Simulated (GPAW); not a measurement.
Input and output of a self-consistent single point for TaSi2 (P6_422, 9 atoms in the cell) (GPAW).

Method of the run: vdW-DF-cx, GPAW PAW datasets PBE (gpaw-data 1.0.1) (plane waves; GPAW).

```xyz
9
Lattice="4.7839 0.0000 0.0000 -2.3920 4.1430 0.0000 0.0000 0.0000 6.5700" Properties=species:S:1:pos:R:3 pbc="T T T"
Ta     2.3920     0.0000     0.0000
Ta     1.1960     2.0715     4.3800
Ta    -1.1960     2.0715     2.1900
Si     0.0000     1.3172     0.0000
Si     3.6432     0.6586     4.3800
Si     1.2512     3.4844     2.1900
Si     2.3920     2.8258     0.0000
Si    -1.2512     3.4844     4.3800
Si     1.1407     0.6586     2.1900
```

Reference input (self-consistent single point, DFT LDA (Perdew-Wang 92), plane waves, GPAW PAW datasets LDA (gpaw-data 1.0.1)): mode = pw; ecut = 600 eV; xc = LDA; kpts = 5 5 3; mesh shift (steps) = 0 0 0; occupations.name = methfessel-paxton; occupations.width = 0.1 eV; occupations.order = 0; nbands = -15; convergence.density = 1e-05 e/electron; convergence.energy = 1e-05 eV/electron; symmetry.symmorphic = false. This run's input differs from it in these lines:

```diff
@@ -20,3 +20,3 @@
 calc = GPAW(mode=PW(600),
-            xc='LDA',
+            xc={'name': 'vdW-DF-cx', 'backend': 'libvdwxc'},
             kpts=(5, 5, 3),
```

Its files differ too (potentials: GPAW PAW datasets PBE (gpaw-data 1.0.1)).

Output, abridged:

```
     iter     time        total  log10-change:
                         energy   eigst   dens
iter:   1 --:--:--   253.874225
iter:   2 --:--:--   253.669664   -0.85  -1.20
iter:   3 --:--:--   253.495564   -1.14  -1.20
iter:   4 --:--:--   253.451010   -2.23  -1.87
iter:   5 --:--:--   253.727707   -1.59  -1.81
iter:   6 --:--:--   253.677413   -2.93  -2.23
iter:   7 --:--:--   253.714534   -2.98  -2.21
iter:   8 --:--:--   253.726729   -2.70  -2.35
iter:   9 --:--:--   253.726371   -3.68  -3.16
iter:  10 --:--:--   253.726022   -4.86  -3.20
iter:  11 --:--:--   253.726159c  -5.67  -3.21
iter:  12 --:--:--   253.726328c  -4.58  -3.35
iter:  13 --:--:--   253.726325c  -5.71  -4.07
iter:  14 --:--:--   253.726323c  -6.21  -4.12
iter:  15 --:--:--   253.726336c  -5.97  -4.04
iter:  16 --:--:--   253.726338c  -7.68c -4.33
iter:  17 --:--:--   253.726338c  -7.80c -4.45
iter:  18 --:--:--   253.726335c  -7.77c -4.51
iter:  19 --:--:--   253.726335c  -8.08c -4.77
iter:  20 --:--:--   253.726335c  -8.19c -5.09c
Converged after 20 iterations.

Dipole moment: (-0.000011, 0.000007, -0.000000) |e|*Ang

Energy contributions relative to reference atoms: (reference = -1319835.389704)

Kinetic:        +80.259225
Potential:      -67.847493
External:        +0.000000
XC:            +242.395176
Entropy (-ST):   -0.016684
Local:           -1.072231
SIC:             +0.000000
--------------------------
Free energy:   +253.717993
Extrapolated:  +253.726335

Non-local vdW-DF-cx correlation energy: 0.987073
Semilocal GGA_X_LV_RPW86+LDA_C_PW energy: -439.238741
(Not including atomic contributions)
Showing only first 2 kpts
 Kpt  Band  Eigenvalues  Occupancy
  0    29      9.29382    2.00000
  0    30      9.29390    2.00000
  0    31     10.00256    2.00000
  0    32     12.21580    0.00000

  1    29      9.53185    2.00000
   [... lines left out ...]
Fermi level: 11.46959
No gap
   [... lines left out ...]
  3 Si    0.00000    0.01850    0.00000
  4 Si   -0.01602    0.00925    0.00000
  5 Si   -0.01602   -0.00925   -0.00000
  6 Si    0.00000   -0.01850    0.00000
  7 Si    0.01602   -0.00925    0.00000
  8 Si    0.01602    0.00925   -0.00000

Stress tensor:
    -0.018253     0.000000     0.000000
     0.000000    -0.018253     0.000000
     0.000000     0.000000    -0.013864
Stress (GPa, Voigt): [-2.9245 -2.9245 -2.2212  0.      0.      0.    ]
```

The run converged in 20 iterations. GPAW prints stress with tension positive. Against the reference run the pressure goes from -5.10 to 2.69 GPa and the largest force goes from 0.027 to 0.019 eV/Å.

The starting cell comes from a database of published, mostly measured structures (it also holds non-ambient and calculated ones), without a prior relaxation at this level. Spin polarisation is off.

Cost on one core of a shared machine: roughly 70 s.
